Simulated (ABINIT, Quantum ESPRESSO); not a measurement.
A Quantum ESPRESSO input for a self-consistent single point of YMg2 (P6_3/mmc, 6 atoms in the cell) (DFT, PBEsol, plane waves, SSSP 1.1.2 precision (PBE) pseudopotentials):

```fortran
&CONTROL
   calculation = 'scf'
   prefix = 'run'
   outdir = './tmp/'
   pseudo_dir = './'
   tprnfor = .true.
   tstress = .true.
/
&SYSTEM
   ibrav = 0
   nat = 6
   ntyp = 2
   ecutwfc = 50
   ecutrho = 400
   occupations = 'smearing'
   smearing = 'fermi-dirac'
   degauss = 0.0073499
   input_dft = 'pbesol'
/
&ELECTRONS
   conv_thr = 1e-10
   mixing_beta = 0.4
/
ATOMIC_SPECIES
Y     88.9058  Y_pbe_v1.uspp.F.UPF
Mg    24.3050  mg_pbe_v1.4.uspp.F.UPF
ATOMIC_POSITIONS {crystal}
Y     0.3333333333    0.6666666667    0.2500000000
Y     0.6666666667    0.3333333333    0.7500000000
Mg    0.6666666667    0.3333333333    0.4210900000
Mg    0.3333333333    0.6666666667    0.5789100000
Mg    0.3333333333    0.6666666667    0.9210900000
Mg    0.6666666667    0.3333333333    0.0789100000
K_POINTS {automatic}
8 8 2  0 0 0
CELL_PARAMETERS {angstrom}
   3.3321898902     0.0000000000     0.0000000000
  -1.6660949451     2.8857610951     0.0000000000
   0.0000000000     0.0000000000    16.7091600000
```

Question: Write the same calculation as an input for ABINIT.

Answer: One input that does it (others would too):

```
# YMg2, JTH v2.0 PBE PAW
pp_dirpath "./"
pseudos "Y.GGA_PBE-JTH.xml, Mg.GGA_PBE-JTH.xml"
acell 6.2969262877 6.2969262877 31.5757361726
rprim
         1.0000000000    0.0000000076    0.0000000000
        -0.5000000066    0.8660254000    0.0000000000
         0.0000000000    0.0000000000    1.0000000000
natom 6
ntypat 2
znucl 39 12
typat 1 1 2 2 2 2
xred
         0.3333333333    0.6666666667    0.2500000000
         0.6666666667    0.3333333333    0.7500000000
         0.6666666667    0.3333333333    0.4210900000
         0.3333333333    0.6666666667    0.5789100000
         0.3333333333    0.6666666667    0.9210900000
         0.6666666667    0.3333333333    0.0789100000
ecut 544 eV
pawecutdg 1088 eV
ixc -116133
occopt 3
tsmear 0.00367493
nband 40
kptopt 1
ngkpt 8 8 2
nshiftk 1
shiftk 0 0 0
nstep 50
tolvrs 1.0e-10
prtwf 0
prtden 0
```

Basis settings and potentials, where a program has them, do not carry over. This input uses DFT, PBEsol, plane waves, PAW (JTH v2.0 PBE PAW, files made for PBE).

The starting cell comes from a database of computed structures (which also holds hypothetical and non-ambient phases and stackings), without a prior relaxation at this level.
